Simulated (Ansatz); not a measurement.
# Hypothetical I4_132 B, pressure series

Base system: B (space group I4_132, No. 214; a hypothetical phase, not in the database extracts checked).

```
CELL_PARAMETERS angstrom
     -2.32645     2.32645     2.32645
      2.32645    -2.32645     2.32645
      2.32645     2.32645    -2.32645
ATOMIC_POSITIONS crystal
  B  0.00000 0.25000 0.50000
  B  0.25000 0.50000 0.00000
  B  0.50000 0.00000 0.25000
  B  0.25000 0.25000 0.25000
```

Cell and atoms are relaxed at each pressure.

All numbers come from PBE (Ansatz, a quantum-chemistry and plane-wave program; PAW; 420 eV plane waves; no SOC).

Candidates:
(a) pressure 5 GPa
(b) pressure 0.3 GPa
(c) pressure 10 GPa

Base values:

The smallest direct gap is 2.70 eV.

Question: Order them by smallest direct gap, highest first.

Answer: (c) pressure 10 GPa (2.81 eV), (a) pressure 5 GPa (2.76 eV), (b) pressure 0.3 GPa (2.70 eV)

Load acts through the strain it causes; cell and atoms are relaxed under it. No phonon test of stability was made. No other phases were tried under pressure.
